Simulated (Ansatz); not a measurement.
Results of LDA in Ansatz (plane waves, PAW) for antifluorite K2S.

Run with plane-wave cutoff 520 eV, 8×8×8 k mesh, scalar-relativistic PAW data made under PBE.

Computed at the level's own relaxed cell.

Elastic tensor (GPa, Voigt notation, ions relaxed):

```
   39.6    15.5    15.5     0.0     0.0     0.0
   15.5    39.6    15.5     0.0     0.0     0.0
   15.5    15.5    39.6     0.0     0.0     0.0
    0.0     0.0     0.0     9.8     0.0     0.0
    0.0     0.0     0.0     0.0     9.8     0.0
    0.0     0.0     0.0     0.0     0.0     9.8
```

Worked from these constants: the tetragonal shear constant is C′ = (C11 − C12)/2 = 12.1 GPa against C44 = 9.8 GPa, so the C44 shear is the softer. The Zener ratio C44/C′ is 0.81 (1 for an isotropic solid), and the Cauchy pressure C12 − C44 is 5.7 GPa. With C11 + 2C12 = 70.6 GPa all three Born conditions hold; they don't test modes at the zone boundary.

Static lattice: no zero-point or thermal effects.

Ansatz is a first-principles code.
